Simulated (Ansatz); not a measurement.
The structure below was relaxed with Kohn–Sham DFT with the r2SCAN functional, run in Ansatz (a quantum-chemistry and plane-wave program) with PAW and 500 eV plane waves, without spin-orbit coupling.

```
Ge
1.0
    0.00000     2.83719     2.83719
    2.83719     0.00000     2.83719
    2.83719     2.83719     0.00000
Ge
2
Cartesian
  2.83719   2.83719   2.83719
  4.25579   4.25579   4.25579
```

Problem. Find the space group and the Wyckoff positions.

Solution. Space group Fd-3m, origin choice 1 (No. 227); a = 5.6744 Å, b = 5.6744 Å, c = 5.6744 Å, α = 90.00°, β = 90.00°, γ = 90.00°

```tsv
atom	site	symmetry	x	y	z
Ge	8a	-43m	0.0000	0.0000	0.0000
```

Problem. Describe the coordination.

Solution. The crystal has 8 atoms in its conventional cell. Lattice parameters: a = b = c = 5.674 Å, α = β = γ = 90.00°. Ge has 4 Ge at 2.457 Å (tetrahedral). (Neighbours: up to the widest gap in distance over summed covalent radii, below 1.35, at either atom.)

Gaps are Kohn–Sham eigenvalue differences; semilocal functionals usually give less than the measured gap. Stability against distortions was not tested. The cell was made from Si by this change: Si → Ge.
